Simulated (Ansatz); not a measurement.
## Effect of isotropic strain +4.86 % on Ta2N

The reference is Ta₂N in the anti-CdI2 type structure (space group P-3m1, No. 164; a = 3.075 Å, c = 4.851 Å).

One thing is altered: an isotropic linear strain of +4.86 %; the atoms relax in the strained cell.

All numbers come from Ansatz (a quantum-chemistry and plane-wave program), PBE-D3(BJ), PAW, cutoff 420 eV, without spin-orbit coupling. Settings: 17×17×10 k-points, 0.05 eV Fermi–Dirac smearing.

| quantity | base | changed | shift |
|---|---|---|---|
| space group | P-3m1 (No. 164) | P-3m1 (No. 164) | – |
| shortest interatomic distance | 216.7 pm | 224.6 pm | +7.9 pm |
| energy relative to the base (free energy F) | 0 meV/atom | +0.214 eV/atom | +0.214 eV/atom |
| pressure (mean of the normal stresses, compression positive) | 0.0 GPa | -29.4 GPa | -29.4 GPa |
| band gap | zero | zero | – |

No phonon test of stability was made. The final runs are not spin-polarised. An odd electron count without spin: Ta2N.
